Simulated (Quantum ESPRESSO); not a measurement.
Troubleshooting Quantum ESPRESSO: a failed run on MgSi (P1, 12 atoms in the cell). The aim is a self-consistent single point with DFT, PBEsol, plane waves, GBRV 1.5 ultrasoft (PBESOL) pseudopotentials.

Input:

```fortran
&CONTROL
   calculation = 'scf'
   prefix = 'run'
   outdir = './tmp/'
   pseudo_dir = './'
   verbosity = 'high'
   tprnfor = .true.
   tstress = .true.
/
&SYSTEM
   ibrav = 0
   nat = 12
   ntyp = 2
   ecutwfc = 40
   ecutrho = 200
   occupations = 'smearing'
   smearing = 'marzari-vanderbilt'
   degauss = 0.0147
/
&ELECTRONS
   conv_thr = 1e-10
/
ATOMIC_SPECIES
Mg    24.3050  mg_pbesol_v1.4.uspp.F.UPF
Si    28.0850  si_pbesol_v1.uspp.F.UPF
ATOMIC_POSITIONS {angstrom}
Mg   -0.2652730496    3.1840592993    9.0734339893
Mg    1.9501180338    1.2540437572    0.9431175131
Mg    3.7551408861    0.2317542242    3.4400885376
Mg    1.7190927022    4.1788389080    6.5719523592
Mg   -0.2249697294    3.1213325527    2.0617477019
Mg    1.9004690592    1.3154788883    7.9588132277
Si   -0.2592693329    2.1879122594    6.4949713570
Si   -0.6189208332    3.5243416167    4.6350983146
Si   -0.2840605843    0.2719260433    9.1480093352
Si    1.9484242102    4.1321105225    0.8707473522
Si    1.8682201480    2.2287392180    3.5618748888
Si    1.4683160459    0.8234820311    5.3805510667
K_POINTS {automatic}
4 3 2  0 0 0
```

Output, abridged:

```
 %%%%%%%%%%%%%%%%%%%%%%%%%%%%%%%%%%%%%%%%%%%%%%%%%%%%%%%%%%%%%%%%%%%%%%%%%%%%%%
     Error in routine cell_base_init (1):
     ibrav=0: must read cell parameters
 %%%%%%%%%%%%%%%%%%%%%%%%%%%%%%%%%%%%%%%%%%%%%%%%%%%%%%%%%%%%%%%%%%%%%%%%%%%%%%

     stopping ...
```

**Question.** Read the log: what does the program object to, and what is the fix?

**Answer.** The fault is no cell vectors for a free lattice. A free lattice needs its vectors. To fix it, add the cell. The program stopped before any SCF iteration.

The sound input it was made from differs as follows (other fixes are possible):
```diff
+CELL_PARAMETERS {angstrom}
+   4.3144360000     0.0000000000     0.0000000000
+  -1.9737830000     4.9277740000     0.0000000000
+  -0.1810140000    -0.5187630000    10.0235680000
```

With that input, the run converged in 14 iterations: free energy E − TS -10994.0239 eV; Fermi level (on the code's own zero) 7.85 eV; pressure 2.45 GPa; largest force (vector length) 0.242 eV/Å (DFT, PBEsol, plane waves, GBRV 1.5 ultrasoft (PBESOL) pseudopotentials).

On the sound input: the starting cell comes from a database of computed structures (which also holds hypothetical and non-ambient phases and stackings), without a prior relaxation at this level. Its lattice was rescaled by a random factor within 2.5 % of one. Without a gap this mesh is coarse (it stands for a supercell whose shortest vector is 16 Å).
